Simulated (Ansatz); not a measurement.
**PBE against r2SCAN: Al2O3**

Start from Al2O3 in the corundum structure (space group R-3c, No. 167; a = 4.809 Å, c = 13.124 Å (hexagonal axes)).

(Cell as relaxed with PBE.)

Levels (all Ansatz, a first-principles code, PAW): PBE (420 eV, no spin-orbit coupling); r2SCAN (500 eV, without spin-orbit coupling).

Each level relaxes its own structure.

| quantity | PBE | r2SCAN |
|---|---|---|
| volume per atom | 8.76 Å³ | (withheld) |
| lattice parameter a | 4.809 Å | (withheld) |
| lattice parameter c | 13.124 Å | (withheld) |
| band gap | 5.85 eV | (withheld) |
| gap character | direct at Γ | (withheld) |
| electron mass | 0.38 mₑ along c, 0.36 mₑ across | (withheld) |

What does r2SCAN give?


- volume per atom, r2SCAN: 8.50 Å³
- lattice parameter a, r2SCAN: 4.759 Å
- lattice parameter c, r2SCAN: 12.995 Å
- band gap, r2SCAN: 7.14 eV
- gap character, r2SCAN: direct at Γ
- electron mass, r2SCAN: 0.41 mₑ along c, 0.38 mₑ across

PBE's volume per atom lies 0.265 Å³ above r2SCAN's (3.1 %); PBE's lattice parameter a lies 0.050 Å above r2SCAN's (1.0 %); PBE's lattice parameter c lies 0.129 Å above r2SCAN's (1.0 %); PBE's band gap lies 1.29 eV below r2SCAN's; the two agree on the gap character. Neither level is exact; r2SCAN is the comparison here, not a measurement.

Masses are band curvatures over ±0.01 Å⁻¹ around the edge. Whether these cells are dynamically stable was not tested.
